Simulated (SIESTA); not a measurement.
A self-consistent single point of AgBr (Fm-3m, 2 atoms in the cell) with SIESTA.

Method: GGA PBE with spin-orbit coupling, numerical atomic orbitals DZP, PseudoDojo PBE fully relativistic norm-conserving potentials (rewritten from UPF to PSML) run with SIESTA.

```xyz
2
Lattice="0.0000 2.8233 2.8233 2.8233 0.0000 2.8233 2.8233 2.8233 0.0000" Properties=species:S:1:pos:R:3 pbc="T T T"
Ag     0.0000     0.0000     0.0000
Br     2.8233     2.8233     2.8233
```

Reference input (self-consistent single point, DFT, GGA PBE, numerical atomic orbitals DZP, PseudoDojo PBE standard norm-conserving potentials (rewritten from UPF to PSML)): XC.functional = GGA; XC.authors = PBE; potentials = PseudoDojo PBE standard; PAO.BasisSize = DZP; PAO.EnergyShift = 0.01 Ry; MeshCutoff = 400 Ry; kgrid.MonkhorstPack = 8 8 8; OccupationFunction = FD; ElectronicTemperature = 10 K; MaxSCFIterations = 150; SCF.Mixer.Method = Broyden; SCF.Mixer.Weight = 0.25. This run's input differs from it in these lines:

```diff
@@ -1,2 +1,2 @@
-# files in the folder: Ag.psml Br.psml (PseudoDojo PBE standard)
+# files in the folder: Ag.psml Br.psml (PseudoDojo PBE fully relativistic)
 SystemName  AgBr
@@ -34,2 +34,7 @@
 ElectronicTemperature        10 K
+Spin                         spin-orbit
+%block DM.InitSpin
+  1 0.00 0.00 0.00
+  2 0.00 0.00 0.00
+%endblock DM.InitSpin
```

Log, with long lists cut:

```
        iscf     Eharris(eV)        E_KS(eV)     FreeEng(eV)     dDmax    Ef(eV) dHmax(eV)
   scf:    1    -4635.736154    -4641.114645    -4641.114653  0.316451 -1.446405 12.826419
     spin moment: {S} , |S| = {   -0.00000    0.00000    0.00000 }     0.00000
   scf:    2    -4646.362065    -4644.317364    -4644.317364  0.220618 -2.624196  3.643761
     spin moment: {S} , |S| = {    0.00000    0.00000    0.00000 }     0.00000
   scf:    3    -4644.697227    -4644.558996    -4644.558996  0.081547 -3.072980  0.507204
     spin moment: {S} , |S| = {    0.00000   -0.00000    0.00000 }     0.00000
   [... lines left out ...]
     spin moment: {S} , |S| = {    0.00000   -0.00000    0.00000 }     0.00000
   scf:    8    -4644.565606    -4644.565539    -4644.565539  0.000509 -3.273535  0.002252
     spin moment: {S} , |S| = {   -0.00000   -0.00000    0.00000 }     0.00000
   scf:    9    -4644.565550    -4644.565539    -4644.565539  0.000088 -3.274459  0.001116
     spin moment: {S} , |S| = {   -0.00000    0.00000    0.00000 }     0.00000
   scf:   10    -4644.565535    -4644.565539    -4644.565539  0.000027 -3.274185  0.000108
     spin moment: {S} , |S| = {   -0.00000    0.00000    0.00000 }     0.00000
SCF Convergence by DM+H criterion
max |DM_out - DM_in|         :     0.0000272192
max |H_out - H_in|      (eV) :     0.0001078158
SCF cycle converged after 10 iterations

Using DM_out to compute the final energy and forces

siesta: E_KS(eV) =            -4644.5655

siesta: E_KS - E_eggbox =     -4644.5655

siesta: Atomic forces (eV/Ang):
     1    0.000000    0.000000    0.000000
     2    0.000000    0.000000    0.000000
   Tot    0.000000    0.000000    0.000000
   Max    0.000000
   Res    0.000000    sqrt( Sum f_i^2 / 3N )
   Max    0.000000    constrained

Stress tensor Voigt[x,y,z,yz,xz,xy] (kbar):      -24.25      -24.25      -24.25       -0.11       -0.11       -0.11
(Free)E + p*V (eV/cell)    -4643.8843
Target enthalpy (eV/cell)    -4644.5655

siesta: Program's energy decomposition (eV):
siesta: Enl(+so)=         3.510257
   [... lines left out ...]
siesta: FreeEng =     -4644.565539
siesta: Cell volume =         45.010900 Ang**3
siesta:          24.24895520         24.24895512  kBar
   [... lines left out ...]

Total              26.00000   0.00000     -0.000   0.000   0.000

Mulliken Atomic Populations:
Atom #   charge [q] valence [e]           S      Sx [e]      Sy [e]      Sz [e]  Species
     1    -0.198397   19.198397    0.000000    0.000000    0.000000   -0.000000  Ag
     2     0.198397    6.801603    0.000000   -0.000000   -0.000000   -0.000000  Br
 Total     0.000000                0.000000   -0.000000    0.000000   -0.000000
```

The run converged in 10 iterations. Against the reference run the pressure goes from 2.71 to 2.42 GPa and the gap on the mesh goes from 1.011 to 0.938 eV.

The starting cell comes from a database of computed structures (which also holds hypothetical and non-ambient phases and stackings), without a prior relaxation at this level. Its lattice was rescaled by a random factor within 2.5 % of one. Values carry the incompleteness of an atom-centred basis.
